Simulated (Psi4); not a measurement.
Psi4 1.11, PBE/def2-svp: Hf(O)(OH)2 ([O]=[Hf]([OH])[OH]), 6 atoms. The geometry is a generated start, not checked to be a minimum at this level.

```
Item                                                       Value
-------------------------------  -------------------------------
task                                                    gradient
method                                                       pbe
basis                                                   def2-svp
memory                                                      7 GB
scf_type                                            df (default)
guess                             auto, which took SAD (default)
diis_max_vecs                                       10 (default)
scf_initial_accelerator                          adiis (default)
e_convergence                                    1e-08 (default)
d_convergence                                    1e-08 (default)
effective core potentials        those of the basis set, past Kr
basis functions (reference run)                               84
grid points (reference run)                              1113933
```

```xyz
6

Hf    -0.2293    -0.1645    -0.1136
O     -1.0589    -1.7162    -0.0674
O     -0.6570     1.2079    -1.3289
H     -0.1979     2.0518    -1.3924
O      1.0758    -0.2623     1.2262
H      1.0672    -1.1166     1.6761
```
Charge 0, spin multiplicity 1.

The reference run has dft_radial_points = 200, dft_spherical_points = 974, dft_pruning_scheme = none (default); it is not itself proven converged. Single runs; times are not shown.

Settings tried, all else as in the reference:
- dft_radial_points = 25, dft_spherical_points = 50
- dft_radial_points = 35, dft_spherical_points = 110
- dft_radial_points = 75 (default), dft_spherical_points = 302 (default), dft_pruning_scheme = robust
- dft_radial_points = 99, dft_spherical_points = 590, dft_pruning_scheme = treutler
- dft_radial_points = 75 (default), dft_spherical_points = 434
- dft_radial_points = 150, dft_spherical_points = 770
- dft_radial_points = 99, dft_spherical_points = 590
- dft_radial_points = 50, dft_spherical_points = 194
- dft_radial_points = 75 (default), dft_spherical_points = 302 (default)
- dft_radial_points = 75 (default), dft_spherical_points = 302 (default), dft_pruning_scheme = treutler

Question: Sort the settings: which keep to the reference within 10 meV/atom in energy, 100 meV/Å in forces (largest component), and which don't?

Answer: Within it: dft_radial_points = 150, dft_spherical_points = 770; dft_radial_points = 99, dft_spherical_points = 590; dft_radial_points = 99, dft_spherical_points = 590, dft_pruning_scheme = treutler; dft_radial_points = 75 (default), dft_spherical_points = 434; dft_radial_points = 75 (default), dft_spherical_points = 302 (default), dft_pruning_scheme = treutler; dft_radial_points = 75 (default), dft_spherical_points = 302 (default); dft_radial_points = 75 (default), dft_spherical_points = 302 (default), dft_pruning_scheme = robust; dft_radial_points = 50, dft_spherical_points = 194. Outside: dft_radial_points = 35, dft_spherical_points = 110; dft_radial_points = 25, dft_spherical_points = 50.

| setting | grid points | energy against the reference | difference in forces (largest component) |
|---|---|---|---|
| the reference | 1113933 | — | — |
| dft_radial_points = 150, dft_spherical_points = 770 | 663128 | +0.0050 meV/atom | 2.1 meV/Å |
| dft_radial_points = 99, dft_spherical_points = 590 | 337185 | +0.0087 meV/atom | 2.4 meV/Å |
| dft_radial_points = 99, dft_spherical_points = 590, dft_pruning_scheme = treutler | 204943 | −0.076 meV/atom | 2.5 meV/Å |
| dft_radial_points = 75 (default), dft_spherical_points = 434 | 188559 | −0.086 meV/atom | 9.7 meV/Å |
| dft_radial_points = 75 (default), dft_spherical_points = 302 (default), dft_pruning_scheme = treutler | 83110 | +0.17 meV/atom | 23 meV/Å |
| dft_radial_points = 75 (default), dft_spherical_points = 302 (default) | 131272 | +0.25 meV/atom | 23 meV/Å |
| dft_radial_points = 75 (default), dft_spherical_points = 302 (default), dft_pruning_scheme = robust | 97630 | +0.25 meV/atom | 23 meV/Å |
| dft_radial_points = 50, dft_spherical_points = 194 | 56955 | +0.38 meV/atom | 27 meV/Å |
| dft_radial_points = 35, dft_spherical_points = 110 | 22599 | +1.9 meV/atom | 230 meV/Å |
| dft_radial_points = 25, dft_spherical_points = 50 | 7371 | −52 meV/atom | 770 meV/Å |

Total energies are compared; such shifts often cancel in part in energy differences. The gradients leave out the derivatives of the grid weights. No test of the SCF solution's stability was run. Also tried and not ranked: dft_radial_points = 99, dft_spherical_points = 590, dft_pruning_scheme = robust (same energy as a listed run). The tolerance is a choice made for this comparison.
